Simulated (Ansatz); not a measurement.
**Response to strain in Zr**

Start from Zr in the hcp (Mg type) structure (space group P6_3/mmc, No. 194; a = 3.244 Å, c = 5.158 Å; relaxed with 0.1 eV smearing). Axes: x lies along a and z along c of the hexagonal cell.

Strains are applied to the cell and any free atomic positions relax; under biaxial strain the out-of-plane vector relaxes too; under stress the whole cell relaxes.

Level of theory: r2SCAN/PAW in Ansatz (a quantum-chemistry and plane-wave program), no spin-orbit coupling.

Notes on the quantities. pressure: mean of the normal stresses, compression positive.

| variant | pressure | volume per atom | space group |
|---|---|---|---|
| base | 0.0 GPa | 23.51 Å³ | P6_3/mmc (No. 194) |
| biaxial strain −2.47 %, plane normal [001], relaxed out of plane | 2.8 GPa | 22.81 Å³ | P6_3/mmc (No. 194) |
| biaxial strain −0.70 %, plane normal [001], relaxed out of plane | 0.8 GPa | 23.30 Å³ | P6_3/mmc (No. 194) |
| biaxial strain +0.90 %, plane normal [001], relaxed out of plane | -1.0 GPa | 23.78 Å³ | P6_3/mmc (No. 194) |
| biaxial strain +4.99 %, plane normal [001], relaxed out of plane | -4.9 GPa | 24.99 Å³ | P6_3/mmc (No. 194) |
| isotropic strain −0.77 % | 2.3 GPa | 22.97 Å³ | P6_3/mmc (No. 194) |
| uniaxial strain ε_yy = +4.80 % | -4.1 GPa | 24.64 Å³ | Cmcm (No. 63) |
| tensor shear ε_xy = +1.41 % | 0.0 GPa | 23.50 Å³ | P2_1/m (No. 11) |
| uniaxial stress, 0.5 GPa compression along x | – | 23.47 Å³ | Cmcm (No. 63) |
| tensor shear ε_xz = −0.76 % | 0.0 GPa | 23.51 Å³ | C2/c (No. 15) |

Stability under load was not tested beyond the relaxation. The final runs are not spin-polarised.
